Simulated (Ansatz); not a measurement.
**Sc, pressure series**

Consider Sc in the hcp (Mg type) structure (space group P6_3/mmc, No. 194; a = 3.277 Å, c = 5.085 Å).

Cell and atoms are relaxed at each pressure.

Level of theory: plane-wave PAW DFT at the PBEsol level (Ansatz, a program for electronic structure, 420 eV), without spin-orbit coupling.

Notes on the quantities. enthalpy: H = E + PV relative to the base's energy.

```tsv
case	density	enthalpy
base	3.16 g/cm³	–
pressure −2 GPa	3.04 g/cm³	-0.30 eV/atom
pressure −1 GPa	3.10 g/cm³	-0.15 eV/atom
pressure 0.9 GPa	3.21 g/cm³	+0.13 eV/atom
pressure 2.1 GPa	3.27 g/cm³	+0.30 eV/atom
pressure 4.5 GPa	3.39 g/cm³	+0.64 eV/atom
pressure 9 GPa	(withheld)	+1.24 eV/atom
pressure 15 GPa	3.83 g/cm³	+1.99 eV/atom
pressure 22.5 GPa	4.10 g/cm³	+2.88 eV/atom
pressure 30 GPa	4.36 g/cm³	+3.70 eV/atom
```

Fill in the withheld entries from the trend.


- pressure 9 GPa, density: 3.59 g/cm³

Load acts through the strain it causes; cell and atoms are relaxed under it. Whether these cells are dynamically stable was not tested. No other phases were tried under pressure. The final runs are not spin-polarised.
